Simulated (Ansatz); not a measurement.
Consider ZrSe2 in the CdI2 type structure (space group P-3m1, No. 164; layered, stacked along the Cartesian z axis).

```
CELL_PARAMETERS angstrom
      3.73508     0.00000     0.00000
     -1.86754     3.23467     0.00000
      0.00000     0.00000     6.03154
ATOMIC_POSITIONS crystal
  Zr 0.00000 0.00000 0.00000
  Se 0.33333 0.66667 0.26507
  Se 0.66667 0.33333 0.73493
```

Method: Kohn–Sham DFT with the PBE-D3(BJ) functional, run in Ansatz (a program for electronic structure) with PAW and 420 eV plane waves, scalar-relativistic without spin-orbit coupling.

Before the change:

- Smallest direct gap: 0.95 eV
- Pressure: 0.0 GPa

Now apply this change: an isotropic linear strain of +1.50 %; the atoms relax in the strained cell.

Task: How does this affect the smallest direct gap?

Result: The smallest direct gap grows by 0.03 eV to 0.98 eV.

Task: Predict the new pressure.

Result: The pressure (mean of the normal stresses, compression positive) goes from zero to -1.6 GPa.

No phonon test of stability was made. The final runs are not spin-polarised. Gaps under 0.05 eV, about the width of the smearing, are given as zero. The zero or small gap of ZrSe2 can change with the level of theory.
